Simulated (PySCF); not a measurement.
PySCF 2.14.0, unrestricted BP86/def2-svp, df: W(F)5 ([F][W]([F])([F])([F])[F]), charge 0, multiplicity 2, 6 atoms. The geometry is a generated start, not checked to be a minimum at this level.

```json
{
  "task": "energy",
  "method": "bp86",
  "basis": "def2-svp",
  "two_electron_scheme": "density fitting",
  "mol.max_memory": "3000 MB",
  "mf.max_cycle": "100",
  "mf.conv_tol": "1e-09 (default)",
  "mf.grids.level": "3 (default)",
  "effective_core_potentials": "those of the basis set, past Kr",
  "basis_functions": "102",
  "grid_points": "95624"
}
```

```xyz
6

W     -0.0719    -0.0568     0.0364
F      0.8603    -0.7785     1.4493
F     -1.3484     0.3329    -1.2372
F      0.7659     1.5334     0.6463
F      1.0975     0.2807    -1.4277
F     -1.3034    -1.3117     0.5329
```

Charge 0 and multiplicity 2 are set for this test and not shown to be the ground state.

With the defaults (mf.DIIS = CDIIS, mf.diis_space = 8, mf.level_shift = 0, mf.diis = true, newton = off, mf.damp = 0, mf.diis_start_cycle = 1, mf.init_guess = minao) it converges in 16 Fock builds. One run each on 2 threads, 1 BLAS thread, with these changes:
- mf.diis_space = 20
- mf.damp = 0.3, mf.diis_start_cycle = 4
- mf.diis = false
- newton = Hessian by the SCF's own integrals
- mf.level_shift = 1 Hartree
- mf.diis_space = 3
- mf.init_guess = 1e
- mf.DIIS = EDIIS
- mf.init_guess = mod_huckel

Q: Name the settings that don't reach the solution of the defaults.

A: No convergence: mf.DIIS = EDIIS; mf.diis_space = 3; mf.level_shift = 1 Hartree; mf.diis = false (the run ends without SCF convergence in 100 cycles). The rest reach the solution of the defaults.

```tsv
setting	Fock builds	end
the defaults	16	same solution
mf.diis_space = 20	16	same solution
mf.init_guess = mod_huckel	18	same solution
mf.init_guess = 1e	21	same solution
mf.damp = 0.3, mf.diis_start_cycle = 4	26	same solution
newton = Hessian by the SCF's own integrals	51	same solution
mf.DIIS = EDIIS	101	no convergence
mf.diis_space = 3	101	no convergence
mf.level_shift = 1 Hartree	101	no convergence
mf.diis = false	101	no convergence
```

Under newton the count holds the products with the orbital Hessian.
